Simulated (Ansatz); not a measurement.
**How far to go with the k-point mesh: ScAl (P4mm, 2 atoms in the cell)**

```xyz
2
Lattice="3.3805 0.0000 0.0000 0.0000 3.3805 0.0000 0.0000 0.0000 3.3805" Properties=species:S:1:pos:R:3 pbc="T T T"
Sc     1.6902     1.6902     1.7402
Al     0.0000     0.0000     0.0000
```

Level of theory: PBEsol, default PAW files made with PBE (plane waves; Ansatz, a first-principles code).

Base settings: basis.ecutwfc = 420 eV; kpoints.mp_grid.grid = 10 10 10; hamiltonian.xc = pbesol; hamiltonian.pseudopotentials = {kind: paw} (the program's default PAW files); scf.occupations.method = fermi_dirac; scf.occupations.width = 0.1 eV.

The second cell is the first with its lattice scaled by 0.98.

Only quantities that move along the ladder and can be compared are tabulated.

The count of work is k-points × plane waves × bands × iterations; it is no time. Core times come from one kind of shared machine, to one figure; runs under 30 s give none.

The starting cell comes from a database of computed structures (which also holds hypothetical and non-ambient phases and stackings), without a prior relaxation at this level. Its lattice was rescaled by up to half a per cent. One atom was moved a little off its site on purpose. Ansatz's pressure includes its estimate of the finite-basis (Pulay) stress.

Steps (kpoints.mp_grid.grid): 2 2 2; 3 3 3; 4 4 4; 5 5 5; 6 6 6; 7 7 7; 8 8 8; 9 9 9; 10 10 10; 11 11 11; 13 13 13; 14 14 14; 15 15 15; 17 17 17; 19 19 19; 21 21 21; 23 23 23; 26 26 26; 29 29 29; 32 32 32.

Question: What is the coarsest kpoints.mp_grid.grid that holds the forces within 0.01 eV/Å of the last step, with all finer ones?

Answer: 3 3 3, at 0.0020 of the last step's count of work; the step before is off by 0.036 eV/Å.

Question: What is the coarsest kpoints.mp_grid.grid that holds the pressure within 0.1 GPa of the last step, with all finer ones?

Answer: 6 6 6, at 0.013 of the last step's count of work; the step before is off by 0.13 GPa.

Question: What is the coarsest kpoints.mp_grid.grid that holds the energy of the compressed cell less the first within 2 meV/atom of the last step, with all finer ones?

Answer: 5 5 5, at 0.0059 of the last step's count of work; the step before is off by 2.6 meV/atom.

```csv
kpoints.mp_grid.grid,free energy less the last step's (meV/atom),energy of the compressed cell less the first (meV/atom),pressure (GPa),largest difference of a force vector from the last step's (eV/Å),count of work / last,core time / last (rough)
2 2 2,-220.37,7.77,-0.88,0.036,0.0020,–
3 3 3,-64.98,-5.48,-2.94,0.003,0.0020,–
4 4 4,-12.35,2.92,-1.86,0.009,0.0059,–
5 5 5,12.78,-0.34,-2.41,0.003,0.0059,–
6 6 6,1.67,0.67,-2.28,0.000,0.013,–
7 7 7,2.56,0.20,-2.32,0.000,0.013,–
8 8 8,0.11,0.49,-2.28,0.000,0.025,–
9 9 9,-0.82,0.09,-2.28,0.000,0.025,–
10 10 10,-0.12,0.27,-2.30,0.000,0.048,–
11 11 11,0.04,0.49,-2.24,0.000,0.042,–
13 13 13,0.02,0.44,-2.27,0.000,0.075,–
14 14 14,0.01,0.31,-2.28,0.000,0.095,–
15 15 15,-0.05,0.37,-2.29,0.000,0.11,–
17 17 17,0.00,0.34,-2.29,0.000,0.16,–
19 19 19,0.02,0.34,-2.28,0.000,0.21,–
21 21 21,0.00,0.35,-2.28,0.000,0.28,–
23 23 23,0.00,0.35,-2.28,0.000,0.36,0.3
26 26 26,0.00,0.35,-2.28,0.000,0.57,0.5
29 29 29,0.00,0.35,-2.28,0.000,0.69,0.7
32 32 32,0.00,0.35,-2.28,0.000,1.0,1
```

The energy difference between the two cells stays within 1 meV/atom of the last step's from 5 5 5 on, the total only from 8 8 8 on: much of the error is common to both cells and cancels.

Keys are those of Ansatz 0.2.
